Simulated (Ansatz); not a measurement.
A computed series for hypothetical P6_422 BAs: carrier doping

Base system: BAs (space group P6_422, No. 181; a hypothetical phase, not in the database extracts checked).

```xyz
6
Lattice="3.4290 0.0000 0.0000 -1.7145 2.9696 0.0000 0.0000 0.0000 7.4031" Properties=species:S:1:pos:R:3 pbc="T T T"
B     -0.8573     1.4848     2.4677
B      0.8573     1.4848     4.9354
B      1.7145     0.0000     0.0000
As    -0.8573     1.4848     6.1693
As     0.8573     1.4848     1.2339
As     1.7145     0.0000     3.7016
```

Carriers are added at fixed cell with a uniform background; the Fermi–Dirac width is that of 300 K.

The values are results of PBEsol/PAW in Ansatz (a first-principles code), no SOC, not measurements.

Candidates:
(a) electrons 5.0×10^21 cm⁻³
(b) holes 2.0×10^21 cm⁻³
(c) holes 2.0×10^22 cm⁻³

Notes on the quantities. Fermi level from band edge: Fermi level relative to the doped band's edge (positive inside the band; to 0.05 eV).

**Question.** Order them by Fermi level from band edge, highest first.

**Answer.** (c) holes 2.0×10^22 cm⁻³ (+1.90 eV), (b) holes 2.0×10^21 cm⁻³ (+1.05 eV), (a) electrons 5.0×10^21 cm⁻³ (+0.70 eV)

Carriers are added with a uniform compensating background; total energy and stress of such cells depend on the potential's zero and are not compared; many-body gap narrowing is missing at this level. Whether these cells are dynamically stable was not tested. The base started in P3_121 and relaxed to P6_422 at this level.
